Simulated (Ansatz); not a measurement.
Consider the following.

```
Pt
1.0
    0.00000     2.01869     2.01869
    2.01869     0.00000     2.01869
    2.01869     2.01869     0.00000
Pt
1
Direct
  0.00000   0.00000   0.00000
```

No spin polarisation.

Computed with Ansatz (a first-principles code), PBEsol, PAW, cutoff 420 eV, no SOC. Γ-centred 29×29×29 mesh, Fermi–Dirac width 0.1 eV.

**Question.** What band gap does the calculation give?

**Answer.** Zero.

**Question.** What space group does the calculation give?

**Answer.** Fm-3m (No. 225).

**Question.** Predict the pressure.

**Answer.** -19.9 GPa.

The cells carry an imposed strain or load. Stability against distortions was not tested. All final runs are without spin polarisation. The cell was made from Pt in the fcc (Cu type) structure (space group Fm-3m, No. 225) by this change: isotropic strain +3.00 %. Pt lies near a magnetic instability that expansion can trigger; it was not tested.
